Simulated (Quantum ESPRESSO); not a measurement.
# Equation of state of rutile-structure SnO2 (space group 136): energy against volume (Quantum ESPRESSO, PBEsol)

```yaml
crystal:
  lattice:
    - [4.60238, 0.00000, 0.00000]
    - [0.00000, 4.60238, 0.00000]
    - [0.00000, 0.00000, 3.09738]
  atoms:
    - { symbol: Sn, position: [0.00000, 0.00000, 0.00000] }
    - { symbol: Sn, position: [0.50000, 0.50000, 0.50000] }
    - { symbol: O, position: [0.30700, 0.30700, 0.00000] }
    - { symbol: O, position: [0.80700, 0.19300, 0.50000] }
    - { symbol: O, position: [0.19300, 0.80700, 0.50000] }
    - { symbol: O, position: [0.69300, 0.69300, 0.00000] }
```

Computed with PBEsol, GBRV 1.5 ultrasoft (PBESOL) pseudopotentials (plane waves; Quantum ESPRESSO 7.5). Settings: ecutwfc = 52 Ry; ecutrho = 260 Ry; occupations = smearing; smearing = fermi-dirac; degauss = 0.000734986 Ry; potentials = {Sn: sn_pbesol_v1.4.uspp.F.UPF, O: o_pbesol_v1.2.uspp.F.UPF}; K_POINTS = automatic 7 7 10 0 0 0; conv_thr = 1e-10 Ry; mixing_beta = 0.3. The cell above is the first row's. The rows scale it uniformly. In all rows fractional positions and the k mesh are held. E is the free energy at the stated smearing, counted from the lowest row.

| V (Å^3/atom) | E (meV/atom) |
|---|---|
| 10.935 | 103.13 |
| 11.172 | 65.39 |
| 11.410 | 37.21 |
| 11.648 | 17.50 |
| 11.886 | 5.36 |
| 12.123 | 0.00 |
| 12.361 | 0.70 |
| 12.599 | 6.76 |
| 12.836 | ? |

Taking the third-order Birch-Murnaghan form, a cubic in V^(-2/3) for E over the 8 complete rows: With u = V^(-2/3) - 0.194, the rows have u = 0.008980, 0.006100, 0.003307, 0.000610, -0.001996, -0.004507, -0.006947, -0.009310. Least squares gives E = 14.028 + 5336.25·u + 500021·u² + 1158547·u³. Residuals (row less fit): 0.022, -0.058, 0.025, 0.031, 0.000, -0.028, 0.000, 0.008; standard error 0.039 (degrees of freedom: 4). Its minimum lies at u = -0.005439, so V0 = (0.188561)^(-3/2) = 12.21. There d²E/du² = 962200 and d³E/du³ = 6951000, so B0 = (4/9) × 12.21^(-7/3) × 962200 × 0.160218 = 199 GPa (the last factor turns the table's units into GPa), and B0' = 4 + (2/3) × 0.188561 × (6951000)/962200 = 4.9. The program's pressures in the fitted runs (not shown) pass through zero at V = 12.11, 0.85 % from this V0.

**Question.** Estimate the missing E (V = 12.836); what did the run itself give?

**Answer.** u = -0.011591, so E = 14.028 + 5336.25 × (-0.011591) + 500021 × (-0.011591)² + 1158547 × (-0.011591)³ = 17.550 meV/atom. The calculation gives 17.63 meV/atom, 0.080 meV/atom above the prediction (0.1 % of the range of E in the table). The row lies outside the fitted rows, so this is an extrapolation. From the scatter of the fitted rows alone, a prediction at this place has a standard error of 0.095 meV/atom, so the miss is 0.8 times that.

Carrying the step between the two nearest rows on in a straight line would have given 12.79, off by 4.84; series whose last step already gives the withheld value aren't shown. The scan was laid around a cell of about the measured size, scaled by a guess for this functional; axis ratios and inner coordinates come from that cell. The runs keep the symmetry of the cell, so they don't test it for distortions. The shape of the cell and the inner coordinates aren't relaxed, so V0 and B0 belong to this uniform scaling; a relaxed crystal lies no higher in energy and is usually softer (forces reach 0.59 eV/Å in these rows). Cutoffs and mesh are single choices, not tested for convergence of this quantity. Series with a scatter that would blur these digits, or in which a gap closes, are not shown. Nor are scans whose minimum lies at an end fitted in this form.
